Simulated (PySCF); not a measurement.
PySCF 2.14.0, unrestricted WB97X/def2-svp, df: C[CH]COC, charge 0, multiplicity 2, 14 atoms. The geometry is a generated start, not checked to be a minimum at this level.

```
Quantity                      Result
-------------------  ---------------
task                          energy
method                         wb97x
basis                       def2-svp
two-electron scheme  density fitting
mol.max_memory               3000 MB
mf.max_cycle                     100
mf.init_guess        minao (default)
mf.DIIS              CDIIS (default)
mf.diis_space            8 (default)
mf.conv_tol          1e-09 (default)
mf.grids.level           3 (default)
basis functions                  115
grid points                   158832
```

```xyz
14

C      2.0295     0.6379     0.2732
C      1.2848    -0.6355     0.2141
C     -0.1891    -0.6367     0.3254
O     -0.7612     0.1121    -0.7474
C     -2.1537     0.2185    -0.6581
H      2.1836     0.9576     1.3119
H      1.4596     1.4262    -0.2191
H      3.0075     0.5473    -0.1926
H      1.8033    -1.5605     0.0454
H     -0.5088    -0.1635     1.2757
H     -0.5870    -1.6618     0.3089
H     -2.4561     0.7675     0.2445
H     -2.4814     0.7631    -1.5422
H     -2.6310    -0.7722    -0.6398
```

Charge 0 and multiplicity 2 are set for this test and not shown to be the ground state.

One run each on 2 threads, 1 BLAS thread. Values of level_shift (Hartree) tried: 0 (default), 0.1, 0.3, 1.

Question: Which value of level_shift (Hartree) needs the fewest Fock builds, and what happens away from it?

Answer: Fewest Fock builds, within one of each other: 0 (default) with 13, 0.1 with 14. The count rises to 27 at 1. All converge to one solution.

```csv
level_shift (Hartree),Fock builds,end
0 (default),13,same solution
0.1,14,same solution
0.3,17,same solution
1,27,same solution
```
